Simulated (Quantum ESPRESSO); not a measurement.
Equation of state of CsCl-type PdIn (space group 221): energy against volume (Quantum ESPRESSO, LDA)

```yaml
crystal:
  lattice:
    - [3.12360, 0.00000, 0.00000]
    - [0.00000, 3.12360, 0.00000]
    - [0.00000, 0.00000, 3.12360]
  atoms:
    - { symbol: In, position: [0.50000, 0.50000, 0.50000] }
    - { symbol: Pd, position: [0.00000, 0.00000, 0.00000] }
```

Method: LDA (PZ), GBRV 1.5 ultrasoft (LDA) pseudopotentials (plane waves; Quantum ESPRESSO). Settings: ecutwfc = 52 Ry; ecutrho = 416 Ry; occupations = smearing; smearing = fd; degauss = 0.0036749 Ry; potentials = {In: in_lda_v1.4.uspp.F.UPF, Pd: pd_lda_v1.4.uspp.F.UPF}; K_POINTS = automatic 18 18 18 0 0 0; conv_thr = 1e-10 Ry. The cell above is the first row's. The rows scale it uniformly. In all rows fractional positions and the k mesh are held. E is the free energy at the stated smearing, counted from the lowest row.

| V (Å^3/atom) | E (meV/atom) |
|---|---|
| 15.238 | ? |
| 15.570 | 34.30 |
| 15.901 | 14.95 |
| 16.232 | 3.86 |
| 16.563 | 0.00 |
| 16.895 | 2.45 |
| 17.226 | 10.46 |
| 17.557 | 23.24 |
| 17.888 | 40.25 |

**Question.** Using the third-order Birch-Murnaghan form, a cubic in V^(-2/3), estimate the missing E at V = 15.238 from the other rows, showing the fit.

**Answer.** With u = V^(-2/3) - 0.153, the rows have u = 0.007377, 0.005143, 0.002986, 0.000901, -0.001122, -0.003074, -0.004964, -0.006796. Least squares gives E = 0.350 - 1060.78·u + 736494·u² + 4223758·u³. Residuals (row less fit): 0.000, 0.000, -0.002, 0.005, -0.011, 0.012, -0.007, 0.001; standard error 0.010 (degrees of freedom: 4). Its minimum lies at u = 0.000716, so V0 = (0.153716)^(-3/2) = 16.59. There d²E/du² = 1491000 and d³E/du³ = 2.534e7, so B0 = (4/9) × 16.59^(-7/3) × 1491000 × 0.160218 = 151 GPa (the last factor turns the table's units into GPa), and B0' = 4 + (2/3) × 0.153716 × (2.534e7)/1491000 = 5.7. The program's pressures in the fitted runs (not shown) pass through zero at V = 16.58, 0.07 % from this V0. At the withheld row, u = 0.009698, so E = 0.350 - 1060.78 × 0.009698 + 736494 × 0.009698² + 4223758 × 0.009698³ = 63.183 meV/atom. The calculation gives 62.92 meV/atom, 0.263 meV/atom below the prediction (0.4 % of the range of E in the table). The row lies outside the fitted rows, so this is an extrapolation. From the scatter of the fitted rows alone, a prediction at this place has a standard error of 0.028 meV/atom, so the miss is 9.3 times that.

Carrying the step between the two nearest rows on in a straight line would have given 53.71, off by 9.21; series whose last step already gives the withheld value aren't shown. The scan was laid around a cell of about the measured size, scaled by a guess for this functional. The runs keep the symmetry of the cell, so they don't test it for distortions. Spin polarisation is off. Cutoffs and mesh are single choices, not tested for convergence of this quantity. Series with a scatter that would blur these digits, or in which a gap closes, are not shown. Nor are scans whose minimum lies at an end fitted in this form.

Terms beyond the fitted order, or numerical noise in single rows, can give a miss of this size; the table doesn't tell which.
